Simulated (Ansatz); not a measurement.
The reference is MgB$_{2}$ (space group I4/mmm, No. 139; a = 2.664 Å, c = 8.354 Å; a hypothetical phase, not in the database extracts checked; relaxed with 0.1 eV smearing). Axes: x, y, z lie along a, b, c of the conventional cell.

All numbers come from plane-wave PAW DFT at the PBEsol level (Ansatz, a quantum-chemistry and plane-wave program, 420 eV), spin-orbit coupling left out.

Strains are applied to the cell and any free atomic positions relax.

One change was made to it. Results:

| quantity | base | after |
|---|---|---|
| largest internal atomic displacement | – | 0.029 Å |
| pressure (mean of the normal stresses, compression positive) | 0.0 GPa | -7.9 GPa |
| energy relative to the base (free energy F) | 0 meV/atom | +22 meV/atom |

### Question
Which of these changes matches the shifts?
A. isotropic strain +2.75 %
B. isotropic strain +3.03 %
C. uniaxial strain ε_yy = +5.14 %

### Answer
A, isotropic strain +2.75 %. For comparison, the energy relative to the base in the other runs: isotropic strain +3.03 % gives +26 meV/atom; uniaxial strain ε_yy = +5.14 % gives +5.8 meV/atom.

Whether these cells are dynamically stable was not tested. The final runs are not spin-polarised.
